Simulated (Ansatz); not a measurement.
Take MoS$_{2}$ in the 3R-MoS2 type structure (space group R3m, No. 160; a = 3.116 Å, c = 17.358 Å (hexagonal axes); layered, stacked along the Cartesian z axis) as the base.

Structures relaxed with Ansatz (a first-principles code) PBEsol-D3(BJ), spin-orbit coupling left out, earlier PAW set.

Base:

Simulated powder pattern, Cu Kα1, λ = 1.54056 Å (kinematic, ideal powder, no thermal factors, no anomalous dispersion; the 10 strongest lines at most, above 2 %, up to 2θ = 90°):

```csv
2θ (°),I/Imax (%),hkl
15.30,100,(003)
33.58,39,(101)
34.79,37,(012)
39.29,53,(104)
42.39,53,(015)
49.91,27,(107)
54.20,14,(018)
59.27,26,(110)
61.60,14,(113)
78.93,13,(119)
```

One thing is altered: an isotropic linear strain of −4.11 %, atoms relaxed at fixed cell.

### Question
Predict the new powder pattern.

### Answer

Simulated powder pattern, Cu Kα1, λ = 1.54056 Å (kinematic, ideal powder, no thermal factors, no anomalous dispersion; the 10 strongest lines at most, above 2 %, up to 2θ = 90°):

```csv
2θ (°),I/Imax (%),hkl
15.96,100,(003)
35.07,45,(101)
36.33,44,(012)
41.04,66,(104)
44.30,63,(015)
49.23,15,(009)
52.20,26,(107)
62.08,29,(110)
64.55,14,(113)
83.03,19,(119)
```

The indices refer to the base's conventional cell; one index is shown for lines that coincide.

No phonon test of stability was made.
